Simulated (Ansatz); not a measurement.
Abridged Ansatz (a quantum-chemistry and plane-wave program) output:

```
Pseudopotential: Zr, paw, valence charge 12
Crystal: 2 atoms, lattice volume = 44.948 Å³
Basis set: ecut = 420 eV, 881 PW (Γ), exchange–correlation on 48×48×72 points (8 copies of the dense FFT grid, shifted against one another)
Bands: 16, of which v1, the nominal top of the filled ones, is band 12 counted from 1 (11 counted from 0)
Symmetry: 24 space group operations
k-points: 165 of 2601
Functional: x = pbesol(κ = 0.804, μ = 0.12345679012345678), c = pbesol(β = 0.046)
SCF iter   1: F=—  HF=-8257.523315 eV  |F-HF|=—  |Δ(HF+E_count)|=         —  Δρ=3.02e-2  dr2=5.20e-1  ethr=3.10e-3  ⟨swp⟩=5.1  Hψ=11328  notcnv=0
SCF iter   2: F=—  HF=-8257.385329 eV  |F-HF|=—  |Δ(HF+E_count)|=   1.38e-1  Δρ=1.79e-2  dr2=1.77e-1  ethr=2.17e-3  ⟨swp⟩=2.0  Hψ=4509  notcnv=0
SCF 1 converged in 8 iterations: F = -8257.325353 eV  dr2 = 1.13e-11
SCF converged after 8 iterations
Free energy (F): -8257.325353 eV
Internal energy: -8257.308750 eV  (E = F + TS)
E sigma→0 (E₀):  -8257.317051 eV
Entropy (-TS):   -0.016602 eV (-8.301 meV/atom)
Fermi energy:    14.424344 eV
--- Forces (eV/Å), atoms counted from 1 ---
  atom   1  Zr     0.00000000    -0.00000000     0.00000000
  atom   2  Zr     0.00000000     0.00000000     0.00000000
--- Stress (GPa, compression-positive) ---
       -0.001735       0.000000       0.000000
        0.000000      -0.001735       0.000000
        0.000000       0.000000      -0.000528
  P = ⅓ Tr σ = -0.0013 GPa (-0.013 kbar)
```

### Question
What was computed, and what are the main results?

### Answer
Zr, 2 atoms in the cell, with PBEsol (Ansatz, PAW, spin-orbit coupling left out), earlier PAW set. The last SCF converged to F = -8257.325353 eV, or -4128.6627 eV per atom, at a pressure of 0.00 GPa. The total energy compares only with runs of the same code, potentials and settings.

No phonon test of stability was made. The final runs are not spin-polarised. The cell was made from Hf by this change: Hf → Zr.
